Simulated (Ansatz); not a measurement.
We consider CdTe (within 0.1 Å of P6₄22, No. 181, 6 atoms in the cell; start mp-1492; a measured phase of this formula has another space group), described by r²SCAN+SOC in Ansatz (plane waves, PAW).

Run with plane-wave cutoff 560 eV, 18×18×6 k mesh (along the axes of the cell as run), Fermi–Dirac smearing 0.05 eV, PAW data made under PBE.

Cell (relaxed with PBEsol):

```
CdTe
1.0
    4.52254     0.00000     0.00000
   -2.26127     3.91664     0.00000
    0.00000     0.00000    10.26595
Cd Te
3 3
Direct
  0.00000   0.49413   0.66667
  0.50587   0.50587   0.00000
  0.49413   0.00000   0.33333
  0.00000   0.49712   0.16667
  0.50288   0.50288   0.50000
  0.49712   0.00000   0.83333
```

### Question
Predict the band gap.

### Answer

* **band gap**: 0.61 eV (on the SCF k mesh)

Note: cell and atoms aren't relaxed at this level (pressure 1.9 GPa).

Static lattice: no zero-point or thermal effects.

The result took roughly 40 core-minutes.

A start named mp-… is a Materials Project structure, which need not be a measured phase.

Ansatz is an electronic-structure program.
